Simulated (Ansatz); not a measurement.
# SiO2: stress against strain

SiO2 (quartz, P3_221, 12.824 Å³/atom at rest, c along z) under an equal strain ε in the (0001) plane with the normal axis free, as in a coherent film. PBEsol in Ansatz, a plane-wave DFT program (PAW, default set), 420 eV, 8×8×6 Γ-centred mesh, Fermi-Dirac smearing 0.05 eV; ions are relaxed within the symmetry of each cell. Stress is positive for a compressed cell.

Here s stands for strain and y for stress xx.

| strain (%) | stress xx (GPa) |
|---|---|
| -1.50 | 1.28 |
| -0.75 | 0.62 |
| 0.00 | 0.01 |
| 0.75 | -0.56 |
| 1.50 | -1.09 |
| 3.00 | ? |

### Question
Fit y against s with a straight line, and predict the withheld value at s = 3.00.

### Answer
Means: s 0, y 0.052. About the means, the sum of products is -4.4400 and the sum of squares of s is 5.6250; the slope is their ratio. Least squares gives y = 0.052 - 0.7893·s. Residuals (row less fit): 0.044, -0.024, -0.042, -0.020, 0.042; standard error 0.046 (degrees of freedom: 3). The slope gives the biaxial elastic modulus of this plane = 79 ± 2.0 GPa. At the withheld row, y = 0.052 - 0.7893 × 3.00 = -2.316 GPa. The calculation gives -2.03 GPa, 0.286 GPa above the prediction (8.6 % of the range of y in the table). The row lies outside the fitted rows, so this is an extrapolation. From the scatter of the fitted rows alone, a prediction at this place has a standard error of 0.078 GPa, so the miss is 3.7 times that.

One order more, fitted to all 9 runs of the series, follows each within 0.01, so the miss is the next term of a smooth law. Rows are the converged runs of the series near zero and its far end; series whose fitted rows scatter by over a few per cent of the range, as at a crossing or softening among them, aren't shown in this form. Most that stay on the fit to the last digits aren't either.
